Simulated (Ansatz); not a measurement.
Amorphous Si$_{30}$N$_{45}$Nb$_{3}$, 78 atoms at 3.27 g/cm³, one PBE-relaxed geometry, zone centre. Methods: PBE, scalar-relativistic without spin-orbit coupling (Ansatz, a first-principles code); r2SCAN, scalar-relativistic without spin-orbit coupling (Ansatz); HSE06, scalar-relativistic without spin-orbit coupling (Ansatz). Plane waves to 420 eV (r2SCAN 500 eV); exact exchange is cut at the cell's faces. At PBE the levels at both edges of the gap are localised (band-tail or defect states), and the nearest spread-out levels lie 2.6 eV apart at the zone centre. The higher rungs were started with moments on some atoms, which died out.

Preparation: random packing, a CHGNet melt and quench, and a DFT relaxation. N atoms were pushed apart under 1.9 Å during the dynamics, to hinder bonds among them. The hot cell started wider than the set density and was brought back towards it in steps. It is the lowest in DFT energy of 2 quenches. It is a model cell: composition and starting density were chosen by hand, and all elements were melted together. No dispersion term was used. Its density started from a set value of 3.27 and ended at 3.27 g/cm³. Cooling (nominally 380 K/ps over its main leg) ran many orders faster than in experiment, which tends to leave more defects and strain. Values belong to this one cell and scatter from quench to quench. Volume and shape were free in the relaxation. On a 2×2×2 Γ-centred mesh force components of up to 0.19 eV/Å stay, since the relaxation ran on the zone centre alone.

The relaxation ran on the zone centre alone. At PBE the gap between localised states is 1.72 eV on a 2×2×2 Γ-centred mesh, and the spacing at the zone centre alone 1.76 eV.

Question: What zone-centre spacing does r2SCAN give, roughly?

Answer: 2.04 eV (+0.28 eV against PBE).

Question: What zone-centre spacing does HSE06 give, roughly?

Answer: 2.89 eV (+1.13 eV against PBE).

The highest filled and the lowest empty state spread over these numbers of atoms (participation numbers): PBE: 7.3 and 4.2; r2SCAN: 7.2 and 4.0; HSE06: 7.5 and 4.0.
